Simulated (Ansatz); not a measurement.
ScSiCN (model structure, started from the AlSiCN type, P3m1, No. 156, 4 atoms in the cell), treated with PBE in Ansatz (PAW).

Run with plane-wave cutoff 520 eV, 12×12×6 k mesh (along the axes of the cell as run), Fermi–Dirac smearing 0.01 eV, scalar-relativistic PAW data made under PBE.

Cell (relaxed at this level):

Space group P3m1 (No. 156); a = b = 3.311 Å, c = 5.235 Å, α = β = 90.00°, γ = 120.00°

```json
[
 {"atom": "Sc", "site": "1b", "symmetry": "3m.", "x": "0.3333", "y": "0.6667", "z": "0.5232"},
 {"atom": "Si", "site": "1c", "symmetry": "3m.", "x": "0.6667", "y": "0.3333", "z": "0.9938"},
 {"atom": "C", "site": "1b", "symmetry": "3m.", "x": "0.3333", "y": "0.6667", "z": "0.0828"},
 {"atom": "N", "site": "1c", "symmetry": "3m.", "x": "0.6667", "y": "0.3333", "z": "0.6502"}
]
```

**Question.** Estimate the band gap, Γ–Γ gap and bulk modulus that the calculation returns.

**Answer.** 
- band gap = 1.91 eV (on the SCF k mesh)
- Γ–Γ gap = 3.83 eV
- bulk modulus = 159 GPa

Note: the bulk modulus is −V dP/dV from two relaxed cells at ±2 % in volume; the relaxation could raise the start's symmetry but not lower it, so the cell can be a saddle point.

The computed numbers hold no vibrational or temperature effects.

The result took about 120 core-seconds (a rough figure).

A model structure was made by putting elements into a prototype or built by hand; it is no filed structure, need not be a known phase, and can be a saddle point held by its symmetry.

Ansatz is an electronic-structure program.
